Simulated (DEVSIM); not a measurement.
System: GaP/Si n-p heterojunction, at 300 K.

Layer 1 from the left is GaP, thickness (μm) 0.180, Nd (cm⁻³) 2e17, τn (s) 2.3e-6, τp (s) 2.3e-6. Layer 2 from the left is Si, thickness (μm) 1.00, Na (cm⁻³) 1.5e18, τn (s) 2.3e-6, τp (s) 2.3e-6.

Left contact: ohmic. Right contact: ohmic. Voltage is applied to the left contact. Recombination: SRH at mid-gap, radiative. Mobility is μmin + (μ − μmin)/(1 + (N/Nref)^α).

This is a model device: material constants are rounded textbook-type values typed into the input, and sizes, dopings and lifetimes were drawn at random. Values at 300 K.

GaP: gap (eV) 2.26, affinity (eV) 3.8, permittivity 11.1, Nc (cm⁻³) 1.8e19, Nv (cm⁻³) 1.9e19, μn (cm²/Vs) 250, μp (cm²/Vs) 150, μn,min 10, μp,min 10, Nref,n 4.4e18, Nref,p 1e18, αn 0.8, αp 0.85, B (cm³/s) 1e-13. Si: gap (eV) 1.124, affinity (eV) 4.05, permittivity 11.7, Nc (cm⁻³) 2.86e19, Nv (cm⁻³) 3.1e19, μn (cm²/Vs) 1417, μp (cm²/Vs) 470, μn,min 52, μp,min 45, Nref,n 9.7e16, Nref,p 2.2e17, αn 0.68, αp 0.72, B (cm³/s) 4.7e-15.

Model (solved in DEVSIM): 1D drift-diffusion, Boltzmann statistics, complete ionisation; no tunnelling, impact ionisation, image-force lowering or self-heating. Band offsets follow the typed affinities; no thermionic-emission limit at abrupt steps, no polarisation charge.

What does the simulation give for the dark forward voltage at 100 A/cm², the largest field in the device at zero bias, the potential step across the device at zero bias, the dark forward voltage at 1 A/cm²?

dark forward voltage at 100 A/cm² 0.903 V; largest field in the device at zero bias 250000 V/cm; potential step across the device at zero bias 1.179 V; dark forward voltage at 1 A/cm² 0.761 V.
